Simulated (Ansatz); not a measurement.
**Pressure series in SiSe2**

The reference is SiSe2 (space group Ibam, No. 72; made of chains).

```cif
data_Se8Si4
_chemical_formula_sum 'Se8 Si4'
_space_group_name_H-M_alt 'Ibam'
_space_group_IT_number 72
_space_group_name_Hall '-I 2 2c'
_cell_length_a 6.30136
_cell_length_b 9.30158
_cell_length_c 5.85558
_cell_angle_alpha 90.000
_cell_angle_beta 90.000
_cell_angle_gamma 90.000
loop_
_space_group_symop_operation_xyz
  'x, y, z'
  '-x, -y, -z'
  '-x, -y, z'
  'x, y, -z'
  'x, -y, -z+1/2'
  '-x, y, z+1/2'
  '-x, y, -z+1/2'
  'x, -y, z+1/2'
  'x+1/2, y+1/2, z+1/2'
  '-x+1/2, -y+1/2, -z+1/2'
  '-x+1/2, -y+1/2, z+1/2'
  'x+1/2, y+1/2, -z+1/2'
  'x+1/2, -y+1/2, -z'
  '-x+1/2, y+1/2, z'
  '-x+1/2, y+1/2, -z'
  'x+1/2, -y+1/2, z'
loop_
_atom_site_label
_atom_site_type_symbol
_atom_site_symmetry_multiplicity
_atom_site_Wyckoff_symbol
_atom_site_fract_x
_atom_site_fract_y
_atom_site_fract_z
_atom_site_occupancy
Se1 Se 8 j 0.20516 0.12829 0.00000 1
Si1 Si 4 a 0.00000 0.00000 0.25000 1
```
(The calculation used a cell of 6 atoms; values per cell refer to that cell.)

Cell and atoms are relaxed at each pressure.

Calculations: PBEsol, PAW, 420 eV (Ansatz, a first-principles code; without spin-orbit coupling).

Base values:

The band gap comes out as 1.65 eV.

Problem. The aim is a band gap between 0.71 eV and 0.77 eV. Which of these changes reaches it?
A. pressure 0.3 GPa
B. pressure 1.5 GPa
C. pressure 0.7 GPa
D. pressure 7.5 GPa
E. pressure 5 GPa

Solution. D, pressure 7.5 GPa. It gives 0.73 eV; pressure 0.7 GPa gives 1.44 eV; pressure 1.5 GPa gives 1.31 eV; pressure 0.3 GPa gives 1.55 eV; pressure 5 GPa gives 0.95 eV. Changes not listed may reach it too

Load acts through the strain it causes; cell and atoms are relaxed under it. Whether these cells are dynamically stable was not tested. Competing high-pressure phases were not computed. No dispersion term is included in the PBEsol runs.
